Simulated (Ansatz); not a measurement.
Start from MoS$_{2}$ (space group P6_3/mmc, No. 194; a = 3.149 Å, c = 12.091 Å; layered, stacked along the Cartesian z axis).

Level of theory: PBE-D3(BJ) in Ansatz (plane waves to 420 eV, PAW, without spin-orbit coupling), earlier PAW set.

Carriers are added at fixed cell with a uniform background; the Fermi–Dirac width is that of 300 K.

One change was made to it. Results:

```tsv
quantity	base	after
gap between the host's bands	0.77 eV	0.72 eV
Fermi level relative to the doped band's edge (positive inside the band; to 0.05 eV)	–	+0.55 eV
gap character	indirect, Γ → k = (0.176, 0.176, 0) in the run's primitive reciprocal basis	indirect, Γ → k = (0.176, 0.176, 0) in the run's primitive reciprocal basis
```

Which of these changes matches the shifts?
A) holes 7.0×10^21 cm⁻³
B) electrons 7.0×10^21 cm⁻³
C) holes 5.0×10^21 cm⁻³
D) holes 1.0×10^22 cm⁻³

B, electrons 7.0×10^21 cm⁻³. For comparison, the Fermi level from band edge in the other runs: holes 1.0×10^22 cm⁻³ gives +1.10 eV; holes 7.0×10^21 cm⁻³ gives +1.00 eV; holes 5.0×10^21 cm⁻³ gives +0.90 eV.

Carriers are added with a uniform compensating background; total energy and stress of such cells depend on the potential's zero and are not compared; many-body gap narrowing is missing at this level. No phonon test of stability was made.

Ansatz is a first-principles code.
